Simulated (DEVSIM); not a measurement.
Device: TaN/Al2O3/n-Si capacitor, at 450 K.

| layer (left to right) | material | thickness (nm) | Nd (cm⁻³) |
|---|---|---|---|
| 1 | Al2O3 | 8.70 | - |
| 2 | Si | 3400 | 2.9e16 |

Metal gate on the left, work function 4.4 eV. Fixed charge at the semiconductor interface -2.6e11 cm⁻² (in units of +e); no interface traps.

This is a model device: material constants are rounded textbook-type values typed into the input, and sizes, dopings and lifetimes were drawn at random. Values at 300 K; Nc and Nv go as T^1.5, mobilities as T to minus their exponent, the gap by Varshni's rule with the affinity fixed.

```tsv
parameter	Al2O3	Si
gap (eV)	6.8	1.124
affinity (eV)	1.35	4.05
permittivity	9	11.7
Nc (cm⁻³)	-	2.86e19
Nv (cm⁻³)	-	3.1e19
Varshni α (eV/K)	-	0.000473
Varshni β (K)	-	636
```

Simulated with DEVSIM: 1D Poisson equation in equilibrium, Boltzmann statistics, complete ionisation; no quantum confinement or tunnelling. Metal contacts follow the ideal Schottky-Mott rule: no Fermi-level pinning, no interface dipoles.

**Question.** Give the band bending (positive: bands bend down) and minority sheet density.

**Answer.** 
```json
[
 {"Vg (V)": "-1.6", "ψs (V)": "-0.788", "minority carriers (cm⁻²)": "4.8e12"},
 {"Vg (V)": "-1.3", "ψs (V)": "-0.760", "minority carriers (cm⁻²)": "3.2e12"},
 {"Vg (V)": "-1", "ψs (V)": "-0.719", "minority carriers (cm⁻²)": "1.7e12"},
 {"Vg (V)": "-0.7", "ψs (V)": "-0.643", "minority carriers (cm⁻²)": "4.6e11"},
 {"Vg (V)": "-0.4", "ψs (V)": "-0.436", "minority carriers (cm⁻²)": "4.3e9"},
 {"Vg (V)": "-0.1", "ψs (V)": "-0.166", "minority carriers (cm⁻²)": "< 1e8"},
 {"Vg (V)": "0.2", "ψs (V)": "0.063", "minority carriers (cm⁻²)": "< 1e8"},
 {"Vg (V)": "0.5", "ψs (V)": "0.182", "minority carriers (cm⁻²)": "< 1e8"},
 {"Vg (V)": "0.8", "ψs (V)": "0.239", "minority carriers (cm⁻²)": "< 1e8"},
 {"Vg (V)": "1.1", "ψs (V)": "0.274", "minority carriers (cm⁻²)": "< 1e8"}
]
```
